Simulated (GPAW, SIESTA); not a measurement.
A GPAW input for a self-consistent single point of NaSbF6 (Fm-3m, 8 atoms in the cell) (DFT LDA (Perdew-Wang 92), plane waves, GPAW PAW datasets LDA (gpaw-data 1.0.1)):

```python
from ase import Atoms
from ase.units import GPa
from gpaw import GPAW

atoms = Atoms(['Na', 'Sb', 'F', 'F', 'F', 'F', 'F', 'F'],
              cell=[[0.000000, 4.025575, 4.025575],
                    [4.025575, 0.000000, 4.025575],
                    [4.025575, 4.025575, 0.000000]],
              scaled_positions=[[0.500000, 0.500000, 0.500000],
                                [0.000000, 0.000000, 0.000000],
                                [0.771280, 0.771280, 0.228720],
                                [0.228720, 0.228720, 0.771280],
                                [0.228720, 0.771280, 0.771280],
                                [0.771280, 0.228720, 0.228720],
                                [0.771280, 0.228720, 0.771280],
                                [0.228720, 0.771280, 0.228720]],
              pbc=True)

calc = GPAW(mode={'name': 'pw', 'ecut': 950},
            xc='LDA',
            kpts=(5, 5, 5),
            occupations={'name': 'fermi-dirac', 'width': 0.01},
            nbands=-8,
            convergence={'density': 1e-05, 'energy': 1e-05, 'bands': -6},
            symmetry={'symmorphic': False, 'tolerance': 0.0005},
            maxiter=120)

atoms.calc = calc

energy = atoms.get_potential_energy()
print('Energy (eV):', round(energy, 6))
forces = atoms.get_forces()
print('Forces (eV/Ang):')
print(forces.round(5))
stress = atoms.get_stress()
print('Stress (GPa, Voigt):', (stress / GPa).round(4))
```

Give the SIESTA input for the same structure, mesh, smearing and functional.

One input that does it (others would too):

```
# files in the folder: Na.psml Sb.psml F.psml (PseudoDojo LDA standard)
SystemName  NaSbF6
SystemLabel NaSbF6

NumberOfAtoms                8
NumberOfSpecies              3
%block ChemicalSpeciesLabel
  1 11 Na
  2 51 Sb
  3 9 F
%endblock ChemicalSpeciesLabel
LatticeConstant              1.0 Ang
%block LatticeVectors
     0.000000000    4.025575000    4.025575000
     4.025575000    0.000000000    4.025575000
     4.025575000    4.025575000    0.000000000
%endblock LatticeVectors
AtomicCoordinatesFormat      ScaledCartesian
%block AtomicCoordinatesAndAtomicSpecies
     4.025575000    4.025575000    4.025575000  1
     0.000000000    0.000000000    0.000000000  2
     4.025575000    4.025575000    6.209690972  3
     4.025575000    4.025575000    1.841459028  3
     6.209690972    4.025575000    4.025575000  3
     1.841459028    4.025575000    4.025575000  3
     4.025575000    6.209690972    4.025575000  3
     4.025575000    1.841459028    4.025575000  3
%endblock AtomicCoordinatesAndAtomicSpecies

XC.functional                LDA
XC.authors                   PW92
PAO.BasisSize                TZP
PAO.EnergyShift              0.01 Ry
MeshCutoff                   400 Ry
%block kgrid.MonkhorstPack
    5   0   0  0.0
    0   5   0  0.0
    0   0   5  0.0
%endblock kgrid.MonkhorstPack
OccupationFunction           FD
ElectronicTemperature        0.01 eV

MaxSCFIterations             150
SCF.Mixer.Method             Pulay
SCF.Mixer.Weight             0.25
SCF.Mixer.History            8
SCF.DM.Tolerance             1.0E-04
Diag.ParallelOverK           true
WriteForces                  true
```

Basis settings and potentials, where a program has them, do not carry over. This input uses DFT, LDA PW92, numerical atomic orbitals TZP, PseudoDojo LDA standard norm-conserving potentials (rewritten from UPF to PSML). LDA parametrisations can differ slightly between programs.

The starting cell comes from a database of computed structures (which also holds hypothetical and non-ambient phases and stackings), without a prior relaxation at this level. Its lattice was rescaled by a random factor within 2.5 % of one. For this run, on top of that: lattice scaled by 0.98.
